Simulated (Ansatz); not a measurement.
Levels about the gap of amorphous In₉Ga₉Zn₉O₃₇Ca (65 atoms in a cell of 823 Å³, 5.81 g/cm³; zone centre alone, so wide bands show as single levels with stretches between that a denser mesh fills), at the geometry that PBE relaxed, where it gives 5.7 GPa on a denser mesh. The participation number counts the atoms over which a state spreads; weights are charges in smoothed Voronoi cells. The levels come from a single point, so bond lengths are those of that geometry. Method of the levels: PBE, scalar-relativistic without spin-orbit coupling (Ansatz, a program for electronic structure). Sampling: the zone centre alone; Fermi-Dirac width 0.02 eV; no spin polarisation. At PBE the levels at the filled edge of the gap are localised (band-tail or defect states), and the nearest spread-out levels lie 1.2 eV apart at the zone centre.

It comes from a melt-quench run on a machine-learned potential (CHGNet), relaxed afterwards by DFT. O atoms were pushed apart under 1.9 Å during the dynamics, to hinder bonds among them. The hot cell started wider than the set density and was brought back towards it in steps. It is the lowest in DFT energy of 2 quenches. It is a model cell: composition and starting density were chosen by hand, and all elements were melted together. No dispersion term was used. Its density started from a set value of 5.81 and ended at 5.81 g/cm³. Cooling (nominally 320 K/ps over its main leg) ran many orders faster than in experiment, which tends to leave more defects and strain. One small periodic cell is one sample of the glass; other quenches scatter about these values. The volume was held where the preparation left it and the shape relaxed, at a PBE pressure of 5.7 GPa. Stress components on the final sampling reach 5.7 GPa.

| E - E(highest filled), eV | filling | participation number | largest on | weight O | weight In | weight Zn | weight Ga |
|---|---|---|---|---|---|---|---|
| -0.55 | filled | 24.4 | O, 4 neighbours | 0.80 | 0.02 | 0.16 | 0.01 |
| -0.47 | filled | 8.6 | O, 3 neighbours | 0.86 | 0.02 | 0.11 | 0.01 |
| -0.44 | filled | 12.7 | O, 3 neighbours | 0.86 | 0.02 | 0.11 | 0.01 |
| -0.37 | filled | 19.4 | O, 3 neighbours | 0.83 | 0.02 | 0.13 | 0.02 |
| -0.24 | filled | 8.0 | O, 3 neighbours | 0.90 | 0.01 | 0.07 | 0.02 |
| -0.22 | filled | 9.6 | O, 4 neighbours | 0.84 | 0.02 | 0.12 | 0.02 |
| 0.00 | filled | 9.4 | O, 4 neighbours | 0.77 | 0.01 | 0.20 | 0.02 |
| 0.81 | empty | 59.0 | In, 5 neighbours | 0.53 | 0.21 | 0.14 | 0.11 |
| 3.28 | empty | 17.7 | In, 5 neighbours | 0.57 | 0.27 | 0.07 | 0.08 |
| 3.53 | empty | 30.0 | In, 5 neighbours | 0.59 | 0.31 | 0.05 | 0.06 |
| 3.86 | empty | 44.8 | In, 5 neighbours | 0.59 | 0.20 | 0.15 | 0.07 |
| 3.95 | empty | 43.5 | In, 6 neighbours | 0.59 | 0.23 | 0.09 | 0.08 |
| 4.02 | empty | 48.2 | In, 6 neighbours | 0.59 | 0.13 | 0.13 | 0.15 |
| 4.12 | empty | 36.4 | Zn, 4 neighbours | 0.58 | 0.18 | 0.14 | 0.09 |

Most localised among these is the filled level at -0.24 eV, on a O atom, which has 3 neighbours (Ga 1.83 Å, In 2.16 Å, In 2.19 Å).
